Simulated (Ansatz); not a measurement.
## Hypothetical R3c LaNbN3, response to strain

Start from LaNbN3 (space group R3c, No. 161; a = 5.8016 Å, c = 14.0658 Å (hexagonal axes); a hypothetical phase, not in the database extracts checked). Axes: x lies along a and z along c of the hexagonal cell.

Strains are applied to the cell and any free atomic positions relax; under stress the whole cell relaxes.

The values are results of PBE (Ansatz, a program for electronic structure; PAW; 420 eV plane waves; no spin-orbit coupling), not measurements.

Notes on the quantities. energy relative to the base: free energy F.

```json
[
 {"variant": "base", "volume per atom": "13.67 Å³", "energy relative to the base": "0 meV/atom"},
 {"variant": "uniaxial strain ε_yy = −1.26 %", "volume per atom": "13.49 Å³", "energy relative to the base": "+1.8 meV/atom"},
 {"variant": "uniaxial strain ε_yy = +0.97 %", "volume per atom": "13.80 Å³", "energy relative to the base": "+1.0 meV/atom"},
 {"variant": "uniaxial stress, 1 GPa compression along z", "volume per atom": "13.62 Å³", "energy relative to the base": "+0.3 meV/atom"}
]
```

Without a gap, meshes like the base's 10×10×10 leave anisotropic stresses uncertain by several tenths of a GPa, and small strain energies with them. Beyond what the load breaks, stability against distortions was not tested. The final runs are not spin-polarised.
